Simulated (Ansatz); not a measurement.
## Ansatz run on ZrIn3 (I4/mmm, 8 atoms in the cell): self-consistent single point

Computed with PBEsol, default PAW files made with PBE (plane waves; Ansatz, a program for electronic structure).

The input file:

Ansatz 0.2 input:
```yaml
crystal:
  lattice:
    - [-2.163105, 2.163105, 9.553340]
    - [2.163105, -2.163105, 9.553340]
    - [2.163105, 2.163105, -9.553340]
  atoms:
    - { symbol: Zr, position: [0.881020, 0.881020, 0.000000] }
    - { symbol: Zr, position: [0.118980, 0.118980, 0.000000] }
    - { symbol: In, position: [0.000000, 0.500000, 0.500000] }
    - { symbol: In, position: [0.500000, 0.000000, 0.500000] }
    - { symbol: In, position: [0.750000, 0.250000, 0.500000] }
    - { symbol: In, position: [0.250000, 0.750000, 0.500000] }
    - { symbol: In, position: [0.623870, 0.623870, 0.000000] }
    - { symbol: In, position: [0.376130, 0.376130, 0.000000] }
kpoints:
  mp_grid: { grid: [5, 5, 5] }
hamiltonian:
  xc: pbesol
  pseudopotentials: { kind: paw }
scf:
  occupations: { method: cold, width: 0.1 }
output:
  forces: true
  eigenvalues: true
  stress: true
```

The program printed (abridged):

```
WARN basis.ecutwfc = 420 eV, the default
WARN ansatz: RAYON_NUM_THREADS=1 ignored (pool sized by the plan → 1); use --threads N
basis.fft_grid_basis auto: the FFT boxes are laid along the combinations [[1, 0, 1], [0, 1, 1], [0, 0, 1]] of the cell's own vectors, 4.326, 4.326 and 10.031 Å …
Pseudopotentials: kind: paw
Pseudopotential: Zr, paw, valence charge 12
Pseudopotential: In, paw, valence charge 13
Crystal: 8 atoms, lattice volume = 178.801 Å³
Basis set: ecut = 420 eV, 3511 PW (Γ), FFT grids on a1+a3, a2+a3, a3, exchange–correlation on 60×60×144 points (8 copies of the dense FFT grid, shifted against one another)
Bands: 62, of which v1, the nominal top of the filled ones, is band 51 counted from 1 (50 counted from 0)
Symmetry: 16 space group operations
Space group: I4/mmm (ITA 139), of the structure as read, at distance tolerance 5.6e-5 Å
k-points: 18 of 125
PAW frozen core: Zr, regenerated for the run's functional, and the local potential with it
PAW frozen core: In, regenerated for the run's functional, and the local potential with it
Initial density: superposition of atomic densities (neutral atoms: chi_scale 0, normalization atom), corrected by the library's trained network
Initial wavefunctions: pseudopotential atomic-orbital guess
Eigensolver: davidson
Functional: x = pbesol(κ = 0.804, μ = 0.12345679012345678), c = pbesol(β = 0.046)
SCF iter   1: F=—  HF=-41412.065638 eV  |F-HF|=—  |Δ(HF+E_count)|=         —  Δρ=3.79e-3  dr2=2.15e-2  ethr=1.77e-3  ⟨swp⟩=6.3  Hψ=4220  notcnv=0  defer=1
all-band conjugate gradients solve this SCF's bands
preconditioner: auto → Kerker (q_TF=auto, 2.485 Å⁻¹)
SCF iter   2: F=—  HF=-41412.058818 eV  |F-HF|=—  |Δ(HF+E_count)|=   6.82e-3  S|Δr|=    0.00e0  Δρ=1.59e-3  dr2=5.35e-3  ethr=2.11e-5  ⟨swp⟩=2.4  Hψ=2074  notcnv=0  defer=1
SCF iter   3: F=—  HF=-41412.057310 eV  |F-HF|=—  |Δ(HF+E_count)|=   1.51e-3  S|Δr|=    0.00e0  Δρ=3.89e-4  dr2=6.23e-4  ethr=5.25e-6  ⟨swp⟩=2.0  Hψ=1828  notcnv=0  defer=1
SCF iter   4: F=—  HF=-41412.057192 eV  |F-HF|=—  |Δ(HF+E_count)|=   1.17e-4  S|Δr|=    0.00e0  Δρ=8.05e-5  dr2=5.43e-5  ethr=6.11e-7  ⟨swp⟩=2.0  Hψ=1207  notcnv=0  defer=1
SCF iter   5: F=—  HF=-41412.057190 eV  |F-HF|=—  |Δ(HF+E_count)|=   2.09e-6  S|Δr|=    0.00e0  Δρ=1.99e-5  dr2=1.80e-6  ethr=5.32e-8  ⟨swp⟩=2.0  Hψ=1235  notcnv=0  defer=1
SCF iter   6: F=—  HF=-41412.057190 eV  |F-HF|=—  |Δ(HF+E_count)|=   1.42e-7  S|Δr|=    0.00e0  Δρ=4.50e-6  dr2=1.62e-7  ethr=1.76e-9  ⟨swp⟩=2.0  Hψ=1759  notcnv=0  defer=1
SCF iter   7: F=-41412.057190 eV  HF=-41412.057190 eV  |F-HF|=7.51e-9  |Δ(HF+E_count)|=   1.86e-8  S|Δr|=    0.00e0  Δρ=1.60e-6  dr2=9.65e-9  ethr=9.80e-11  ⟨swp⟩=8.7  Hψ=3892  notcnv=0
SCF 1 converged in 7 iterations: F = -41412.057190 eV  dr2 = 9.65e-9
SCF converged after 7 iterations
Stability not checked (fill_not_monotonic)
Free energy (F): -41412.057190 eV
Harris-Foulkes:  -41412.057190 eV  (|F-HF|=7.51e-9)
Internal energy: -41412.057780 eV  (E = F + TS)
E sigma→0 (E₀):  -41412.057387 eV
Entropy (-TS):   0.000590 eV (0.074 meV/atom)
Fermi energy:    13.052575 eV
--- Per-component energies (eV) ---
  E_band       = -164.043194
  E_kinetic    = 2127.577336
  E_local      = -7121.419964  (includes V_loc(G=0)·N_el)
  E_nonlocal   = 2369.739266
  E_hartree    = 2709.784262
  E_xc         = -1606.637913
  E_vxc        = -986.384181  (∫ρ·V_xc dr)
  E_paw        = -30299.874326  (= ΣΔE_a)
  E_vpaw       = -1973.122023  (= ΣTr[D̂ρ^β])
  E_aug_tail   = 0.000201  (compensation charges beyond the density's cutoff)
  E_ewald      = -9592.973499
  E_core_change = 1.746856  (= ΣΔE_core)
  E_smearing   = 0.000590  (= −TS)
  E_closure    = -0.000000  (closes the sum)
  Σ components = -41412.057190   (vs F -41412.057190, Δ=0.00e0)
--- Forces (eV/Å), atoms counted from 1 ---
  atom   1  Zr     0.00000000     0.00000000     0.03810797
  atom   2  Zr     0.00000000    -0.00000000    -0.03810797
  atom   3  In     0.00000000     0.00000000     0.00000000
  atom   4  In     0.00000000     0.00000000    -0.00000000
  atom   5  In     0.00000000    -0.00000000     0.00000000
  atom   6  In     0.00000000    -0.00000000     0.00000000
  atom   7  In     0.00000000    -0.00000000     0.04718718
  atom   8  In     0.00000000    -0.00000000    -0.04718718
  max |Σ_I F_I| component: 6.94e-18 eV/Å
--- Stress (GPa, compression-positive) ---
       -2.068411      -0.000000       0.000000
       -0.000000      -2.068411      -0.000000
        0.000000       0.000000      -3.043923
  P = ⅓ Tr σ = -2.3936 GPa (-23.936 kbar)
  The stress holds the Pulay correction. Without it, at fixed plane waves, as pw.x and ABINIT print it: P = -2.4315 GPa
--- Band table (eV; the first three rows and the last of 18) ---
  k-point 0: bands = ["-36.2159", "-36.2156", "-14.2858", "-14.2858", "-14.2852", "-14.2852", "-14.2812", "-14.2686", "-2.0766", "-1.9661", "-1.9163", "-1.8472", "-1.8472", "-1.7856", "-1.7827", "-1.7065", "-1.7065", "-1.6533", "-1.5934", "-1.5345", [...]
  k-point 1: bands = ["-36.2152", "-36.2150", "-14.2984", "-14.2978", "-14.2942", "-14.2941", "-14.2782", "-14.2682", "-1.9722", "-1.8542", "-1.8440", "-1.8127", "-1.7657", "-1.7161", "-1.6708", "-1.6649", "-1.6581", "-1.6104", "-1.5673", "-1.5495", [...]
  k-point 2: bands = ["-36.2143", "-36.2141", "-14.3107", "-14.3087", "-14.3082", "-14.3072", "-14.2732", "-14.2675", "-1.8788", "-1.8348", "-1.8087", "-1.7703", "-1.7246", "-1.7093", "-1.6567", "-1.6449", "-1.6241", "-1.6222", "-1.6130", "-1.5802", [...]
  k-point 17: bands = ["-36.2155", "-36.2153", "-14.2966", "-14.2965", "-14.2866", "-14.2858", "-14.2787", "-14.2695", "-2.0007", "-1.9135", "-1.8641", "-1.8327", "-1.8316", "-1.7482", "-1.7025", "-1.6622", "-1.6159", "-1.6035", "-1.5917", [...]
```

The run converged in 7 iterations.

The starting cell comes from a database of computed structures (which also holds hypothetical and non-ambient phases and stackings), without a prior relaxation at this level. Ansatz's pressure includes its estimate of the finite-basis (Pulay) stress.
